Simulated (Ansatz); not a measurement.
## Ansatz run on HfOs (P4mm, 2 atoms in the cell): self-consistent single point

Method of the run: PBEsol, default PAW files made with PBE (plane waves; Ansatz, a first-principles code).

Input:

Ansatz 0.2 input:
```yaml
# HfOs
crystal:
  lattice:
    - [3.227253, 0.000000, 0.000000]
    - [0.000000, 3.227253, 0.000000]
    - [0.000000, 0.000000, 3.227253]
  atoms:
    - { symbol: Hf, position: [0.000000, 0.000000, 0.015493] }
    - { symbol: Os, position: [0.500000, 0.500000, 0.500000] }
basis:
  ecutwfc: 420.0
kpoints:
  mp_grid:
    grid: [10, 10, 10]
hamiltonian:
  xc: pbesol
  pseudopotentials:
    kind: paw
scf:
  occupations:
    method: gaussian
    width: 0.1
output:
  forces: true
  eigenvalues: true
  stress: true
```

Log, with long lists cut:

```
WARN ansatz: RAYON_NUM_THREADS=1 ignored (pool sized by the plan → 1); use --threads N
Pseudopotentials: kind: paw
Pseudopotential: Hf, paw, valence charge 26
Pseudopotential: Os, paw, valence charge 16
Crystal: 2 atoms, lattice volume = 33.612 Å³
Basis set: ecut = 420 eV, 691 PW (Γ), exchange–correlation on 48×48×48 points (8 copies of the dense FFT grid, shifted against one another)
Bands: 26, of which v1, the nominal top of the filled ones, is band 21 counted from 1 (20 counted from 0)
Symmetry: 8 space group operations
Space group: P4mm (ITA 99), of the structure as read, at distance tolerance 3.2e-5 Å
k-points: 126 of 1000 (time reversal used)
PAW frozen core: Hf, regenerated for the run's functional, and the local potential with it
PAW frozen core: Os, regenerated for the run's functional, and the local potential with it
Initial density: superposition of atomic densities (neutral atoms: chi_scale 0, normalization atom), corrected by the library's trained network
Initial wavefunctions: pseudopotential atomic-orbital guess
Eigensolver: davidson
Functional: x = pbesol(κ = 0.804, μ = 0.12345679012345678), c = pbesol(β = 0.046)
SCF iter   1: F=—  HF=-26850.377721 eV  |F-HF|=—  |Δ(HF+E_count)|=         —  Δρ=9.20e-3  dr2=5.81e-2  ethr=1.77e-3  ⟨swp⟩=4.7  Hψ=11790  notcnv=0
all-band conjugate gradients solve this SCF's bands
preconditioner: auto → Resta (q_TF=auto, 2.831 Å⁻¹)
SCF iter   2: F=—  HF=-26850.371377 eV  |F-HF|=—  |Δ(HF+E_count)|=   6.34e-3  Δρ=5.00e-3  dr2=1.78e-2  ethr=1.38e-4  ⟨swp⟩=1.0  Hψ=4284  notcnv=0
SCF iter   3: F=—  HF=-26850.368448 eV  |F-HF|=—  |Δ(HF+E_count)|=   2.93e-3  Δρ=6.34e-4  dr2=1.93e-4  ethr=4.25e-5  ⟨swp⟩=2.0  Hψ=3701  notcnv=0  defer=3
SCF iter   4: F=—  HF=-26850.368519 eV  |F-HF|=—  |Δ(HF+E_count)|=   7.01e-5  Δρ=5.22e-4  dr2=5.25e-5  ethr=4.59e-7  ⟨swp⟩=2.0  Hψ=5703  notcnv=0  defer=4
SCF iter   5: F=—  HF=-26850.368390 eV  |F-HF|=—  |Δ(HF+E_count)|=   1.28e-4  Δρ=6.00e-5  dr2=5.93e-7  ethr=1.25e-7  ⟨swp⟩=3.0  Hψ=6135  notcnv=0  defer=3
SCF iter   6: F=-26850.368383 eV  HF=-26850.368383 eV  |F-HF|=1.53e-8  |Δ(HF+E_count)|=   7.52e-6  Δρ=1.03e-5  dr2=2.55e-8  ethr=2.38e-10  ⟨swp⟩=7.8  Hψ=15454  notcnv=0
SCF 1 converged in 6 iterations: F = -26850.368383 eV  dr2 = 2.55e-8
SCF converged after 6 iterations
Free energy (F): -26850.368383 eV
Harris-Foulkes:  -26850.368383 eV  (|F-HF|=1.53e-8)
Internal energy: -26850.365868 eV  (E = F + TS)
E sigma→0 (E₀):  -26850.367125 eV
Entropy (-TS):   -0.002515 eV (-1.257 meV/atom)
Fermi energy:    23.974534 eV
--- Per-component energies (eV) ---
  E_band       = 52.232008
  E_kinetic    = 989.712915
  E_local      = -5576.874926  (includes V_loc(G=0)·N_el)
  E_nonlocal   = -1236.243342
  E_hartree    = 2611.475902
  E_xc         = -564.309907
  E_vxc        = -551.453028  (∫ρ·V_xc dr)
  E_paw        = -15688.624217  (= ΣΔE_a)
  E_vpaw       = 1204.151850  (= ΣTr[D̂ρ^β])
  E_aug_tail   = -0.000074  (compensation charges beyond the density's cutoff)
  E_ewald      = -7387.001245
  E_core_change = 1.499025  (= ΣΔE_core)
  E_smearing   = -0.002515  (= −TS)
  E_closure    = 0.000000  (closes the sum)
  Σ components = -26850.368383   (vs F -26850.368383, Δ=0.00e0)
--- Forces (eV/Å), atoms counted from 1 ---
  atom   1  Hf     0.00000000     0.00000000    -0.43271091
  atom   2  Os    -0.00000000     0.00000000     0.43268591
  max |Σ_I F_I| component: 2.50e-5 eV/Å
--- Stress (GPa, compression-positive) ---
       -0.864099       0.000000       0.000000
        0.000000      -0.864099       0.000000
        0.000000       0.000000      -0.942189
  P = ⅓ Tr σ = -0.8901 GPa (-8.901 kbar)
  The stress holds the Pulay correction. Without it, at fixed plane waves, as pw.x and ABINIT print it: P = -0.9646 GPa
--- Band table (eV; the first three rows and the last of 126) ---
  k-point 0: bands = ["-62.0452", "-37.7541", "-21.4475", "-21.4475", "-21.4464", "-6.3203", "-6.3188", "-6.3188", "12.3182", "12.3183", "12.3183", "12.3304", "12.3309", "12.3309", "12.3425", "14.8346", "18.4942", "18.5068", "22.3082", "22.3233", [...]
  k-point 1: bands = ["-62.0449", "-37.7527", "-21.4544", "-21.4463", "-21.4463", "-6.3630", "-6.3179", "-6.3179", "12.3151", "12.3195", "12.3195", "12.3257", "12.3314", "12.3314", "12.3405", "15.0682", "18.6047", "18.6808", "22.2922", "22.2922", [...]
  k-point 2: bands = ["-62.0442", "-37.7489", "-21.4754", "-21.4435", "-21.4435", "-6.4733", "-6.3159", "-6.3159", "12.3070", "12.3141", "12.3204", "12.3204", "12.3350", "12.3350", "12.3354", "15.7382", "18.9264", "19.1323", "22.2242", "22.2242", [...]
  k-point 125: bands = ["-62.0369", "-37.7040", "-21.5200", "-21.5200", "-21.5188", "-6.6578", "-6.6562", "-6.6562", "12.3087", "12.3131", "12.3135", "12.3135", "12.3477", "12.3477", "12.3477", "20.7023", "20.7023", "20.7045", "21.8403", "21.8462", [...]
```

The run converged in 6 iterations.

The starting cell comes from a database of computed structures (which also holds hypothetical and non-ambient phases and stackings), without a prior relaxation at this level. Its lattice was rescaled by up to half a per cent. One atom was moved a little off its site on purpose. Spin-orbit coupling is off. Spin polarisation is off. Ansatz's pressure includes its estimate of the finite-basis (Pulay) stress.
